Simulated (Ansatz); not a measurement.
Consider InSb in the zinc blende structure (space group F-43m, No. 216; a = 6.556 Å).

Computed with Ansatz (a first-principles code), r2SCAN, PAW, cutoff 500 eV, spin-orbit coupling left out.

Strains are applied to the cell and any free atomic positions relax.

One change was made to it. Results:

The band gap goes from zero to 0.59 eV; the energy rises by 43 meV/atom; the pressure goes from zero to 4.9 GPa.

### Question
What was done to the base?
(A) isotropic strain −1.00 %
(B) isotropic strain −2.50 %
(C) isotropic strain −1.50 %
(D) isotropic strain −3.00 %
(E) isotropic strain −0.50 %

### Answer
D, isotropic strain −3.00 %. For comparison, the band gap in the other runs: isotropic strain −2.50 % gives 0.49 eV; isotropic strain −0.50 % gives 0.11 eV; isotropic strain −1.00 % gives 0.21 eV; isotropic strain −1.50 % gives 0.30 eV.

Spin-orbit coupling, missing from the scalar runs, can matter with Sb. Stability against distortions was not tested. The final runs are not spin-polarised. Gaps under 0.05 eV, about the width of the smearing, are given as zero. The zero or small gap of InSb can change with the level of theory.
